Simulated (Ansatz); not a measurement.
The starting structures come from a database of crystals and need not be the phases stable at ambient conditions.

 Where the default PAW files enter, the runs use the earlier of Ansatz's two default sets.

Inside the gap of an insulator the Bloch states are evanescent, with a wavenumber k + iκ along the transport direction.

Input:

```
Li3O4P
1.0
    5.20198     0.00000     0.00000
    0.00000     6.05747     0.00000
    0.00000     0.00000     4.81341
Li P O
6 2 8
Direct
  0.15786   0.00000   0.50972
  0.84214   0.50000   0.00972
  0.67228   0.25153   0.50906
  0.32772   0.24847   0.00906
  0.67228   0.74847   0.50906
  0.32772   0.75153   0.00906
  0.17456   0.50000   0.50098
  0.82544   0.00000   0.00098
  0.68680   0.79130   0.10794
  0.31320   0.70870   0.60794
  0.68680   0.20870   0.10794
  0.31320   0.29130   0.60794
  0.89353   0.50000   0.60306
  0.10647   0.00000   0.10306
  0.18018   0.50000   0.18114
  0.81982   0.00000   0.68114
```

Space group of this cell: Pmn2_1. The cell is taken as given; by r2SCAN its mean pressure is 1.2 GPa.

Transport runs along the normal of the first two printed cell vectors.

The gap is the functional's own, uncorrected, and κ follows it; spin-orbit coupling is left out. Mid-gap values are interpolated between the computed energies.

Predict the band gap and the smallest decay constant κ at mid-gap from r2SCAN run with Ansatz (a first-principles code).

Gap 6.89 eV on a 6×6×6 mesh; κ = 0.528 1/Å, at the zone centre.
